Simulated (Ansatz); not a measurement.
Input and output of a self-consistent single point for LaS₂ (P4/nmm, 6 atoms in the cell) (Ansatz, an electronic-structure program).

Method: PBEsol, PAW files made with PBE (plane waves; Ansatz).

The change in words: lattice scaled by 0.98. Reference geometry:
```
LaS2
1.0
    4.04634     0.00000     0.00000
    0.00000     4.04634     0.00000
    0.00000     0.00000     8.31768
La S
2 4
Direct
  0.00000   0.50000   0.72423
  0.50000   0.00000   0.27577
  0.00000   0.50000   0.36397
  0.50000   0.00000   0.63603
  0.00000   0.00000   0.00000
  0.50000   0.50000   0.00000
```

Reference input (self-consistent single point, DFT, PBEsol, plane waves, PAW files made with PBE): kpoints.mp_grid.grid = 7 7 4; hamiltonian.xc = pbesol; hamiltonian.pseudopotentials = {kind: paw} (the program's default PAW files); scf.occupations.method = fermi_dirac; scf.occupations.width = 0.1 eV. This run's input differs from it in these lines:

Ansatz 0.2 input:
```diff
@@ -2,12 +2,12 @@
   lattice:
-    - [4.046340, 0.000000, 0.000000]
-    - [0.000000, 4.046340, 0.000000]
-    - [0.000000, 0.000000, 8.317680]
+    - [3.965413, 0.000000, 0.000000]
+    - [0.000000, 3.965413, 0.000000]
+    - [0.000000, 0.000000, 8.151326]
   atoms:
-    - { symbol: La, position_ang: [0.000000, 2.023170, 6.023913] }
-    - { symbol: La, position_ang: [2.023170, 0.000000, 2.293767] }
-    - { symbol: S, position_ang: [0.000000, 2.023170, 3.027386] }
-    - { symbol: S, position_ang: [2.023170, 0.000000, 5.290294] }
+    - { symbol: La, position_ang: [0.000000, 1.982706, 5.903435] }
+    - { symbol: La, position_ang: [1.982706, 0.000000, 2.247891] }
+    - { symbol: S, position_ang: [0.000000, 1.982706, 2.966838] }
+    - { symbol: S, position_ang: [1.982706, 0.000000, 5.184488] }
     - { symbol: S, position_ang: [0.000000, 0.000000, 0.000000] }
-    - { symbol: S, position_ang: [2.023170, 2.023170, 0.000000] }
+    - { symbol: S, position_ang: [1.982706, 1.982706, 0.000000] }
 kpoints:
```

Log, with long lists cut:

```
SCF iter   1: F=—  HF=-15877.141332 eV  |F-HF|=—  |Δ(HF+E_count)|=         —  Δρ=7.04e-2  dr2=2.75e1  ethr=3.10e-3  ⟨swp⟩=6.8  Hψ=9037  notcnv=0
all-band conjugate gradients solve this SCF's bands
automatic band count: the SCF goes on with 35 bands, as 29 were too few: the levels above may hold too much charge
preconditioner: auto → Kerker (q_TF=auto, 2.300 Å⁻¹)
SCF iter   2: F=—  HF=-15874.863706 eV  |F-HF|=—  |Δ(HF+E_count)|=    2.28e0  Δρ=3.19e-2  dr2=7.21e0  ethr=3.10e-3  ⟨swp⟩=2.3  Hψ=1724  notcnv=0
   [... lines left out ...]
SCF iter   7: F=—  HF=-15873.676752 eV  |F-HF|=—  |Δ(HF+E_count)|=   8.96e-5  Δρ=1.19e-4  dr2=3.37e-5  ethr=1.63e-6  ⟨swp⟩=2.8  Hψ=1772  notcnv=0
SCF iter   8: F=—  HF=-15873.676756 eV  |F-HF|=—  |Δ(HF+E_count)|=   3.51e-6  Δρ=6.29e-5  dr2=9.66e-6  ethr=7.33e-8  ⟨swp⟩=2.7  Hψ=1819  notcnv=0
SCF iter   9: F=—  HF=-15873.676753 eV  |F-HF|=—  |Δ(HF+E_count)|=   2.49e-6  Δρ=1.64e-5  dr2=7.76e-7  ethr=2.10e-8  ⟨swp⟩=2.9  Hψ=1813  notcnv=0
SCF iter  10: F=-15873.676753 eV  HF=-15873.676753 eV  |F-HF|=2.40e-9  |Δ(HF+E_count)|=   2.05e-7  Δρ=2.33e-6  dr2=7.56e-9  ethr=2.17e-10  ⟨swp⟩=13.5  Hψ=6675  notcnv=0
SCF 1 converged in 10 iterations: F = -15873.676753 eV  dr2 = 7.56e-9
Free energy (F): -15873.676753 eV
Internal energy: -15873.645564 eV  (E = F + TS)
E sigma→0 (E₀):  -15873.661158 eV
Entropy (-TS):   -0.031189 eV (-5.198 meV/atom)
Fermi energy:    10.314026 eV
--- Forces (eV/Å), atoms counted from 1 ---
  atom   1  La     0.00000000     0.00000000     0.02655500
  atom   2  La     0.00000000     0.00000000    -0.02655500
  atom   3  S      0.00000000     0.00000000     0.01299785
  atom   4  S      0.00000000     0.00000000    -0.01299785
  atom   5  S      0.00000000     0.00000000     0.00000000
  atom   6  S      0.00000000     0.00000000    -0.00000000
--- Stress (GPa, compression-positive) ---
        1.566254       0.000000       0.000000
        0.000000       1.566254       0.000000
        0.000000       0.000000       1.429990
  P = ⅓ Tr σ = 1.5208 GPa (15.208 kbar)
  The stress holds the Pulay correction. Without it, at fixed plane waves, as pw.x and ABINIT print it: P = 1.5035 GPa
```

The run converged in 10 iterations. Against the reference run the free energy falls by 9.4 meV/atom, the pressure goes from -3.51 to 1.52 GPa and the largest force goes from 0.049 to 0.027 eV/Å.

The starting cell comes from a database of computed structures (which also holds hypothetical and non-ambient phases and stackings), without a prior relaxation at this level. For this run, on top of that: lattice scaled by 0.98. Ansatz's pressure includes its estimate of the finite-basis (Pulay) stress.
